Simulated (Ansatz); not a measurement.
SiO₂ (model structure, started from the brookite type, Pbca, No. 61, 24 atoms in the cell) was calculated with HSE06 (Ansatz, a quantum-chemistry and plane-wave program, PAW).

Numerical settings: plane-wave cutoff 460 eV, 4×2×4 k mesh (along the axes of the cell as run), Fermi–Dirac smearing 0.01 eV, scalar-relativistic PAW data made under PBE.

Cell (relaxed with PBEsol):

O2Si has the orthorhombic space group Pbca (No. 61), Pearson symbol oP24. Cell: a = 4.689 Å, b = 8.300 Å, c = 5.000 Å, α = β = γ = 90.00°. Si on 8c has 6 O at 1.753–1.817 Å. O1 on 8c sees 3 Si at 1.753–1.783 Å. O2 on 8c sees 3 Si at 1.771–1.817 Å (trigonal planar). (Neighbours: up to the widest gap in distance over summed covalent radii, below 1.35, at either atom.)

### Question
What does this level give for the band gap?

### Answer

band gap: 7.85 eV

Note: the relaxation could raise the start's symmetry but not lower it, so the cell can be a saddle point; cell and atoms aren't relaxed at this level (largest force component 0.13 eV/Å, pressure -4.6 GPa).

The computed numbers hold no vibrational or temperature effects.

A model structure was made by putting elements into a prototype or built by hand; it is no filed structure, need not be a known phase, and can be a saddle point held by its symmetry.
